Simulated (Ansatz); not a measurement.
AlN under load (space group P6_3mc), r2SCAN with spin-orbit coupling, rigid bands in Ansatz (a program for electronic structure). Condition of this run: hydrostatic pressure of -13.5 GPa (compression positive) (the target of the relaxation). Band gap 4.14 eV, N_c = 3.75e18 cm⁻³ and N_v = 6.01e19 cm⁻³ at 300 K, conductivity masses along y (a = (3.19, 0.00, 0.00) Å; b = (-1.60, 2.76, 0.00) Å; c = (0.00, 0.00, 5.13) Å) of 0.289 mₑ (electrons) and 3.64 mₑ (holes). Take k_BT = 0.02585 eV.

Q: Find the intrinsic carrier density and the intrinsic Fermi level.

A: n_i = √(N_c N_v) exp(−E_g/2k_BT) = 1.50e19 × exp(−80.07) = 2.5e-16 cm⁻³. The level lies (k_BT/2) ln(N_v/N_c) = 36 meV from mid-gap (positive towards the conduction band). Each 0.1 eV added to the gap lowers n_i by a factor of 6.9.

Q: What thermal injection velocity √(2k_BT/πm) limits a ballistic channel along the direction named?

A: 1.00e7 cm/s for electrons and 2.82e6 cm/s for holes, a ratio of √(m_h/m_e) = 3.55, for dilute carriers.

Q: A film of it is 2 nm thick, with its normal along the direction named. Estimate the confinement energies in an infinite well.

A: ħ²π²/(2m t²) = 0.376 eV·nm²/(m/mₑ × t²) gives 325 meV for electrons and 25.8 meV for holes, so the gap would widen to about 4.49 eV. Finite barriers and nonparabolic bands lower this, and with several valleys or bands the heaviest mass along the normal sets the lowest level, not this average.

Rigid bands with the computed gap; masses take one relaxation time for all states. Geometry: cell and atoms relaxed with PBEsol.
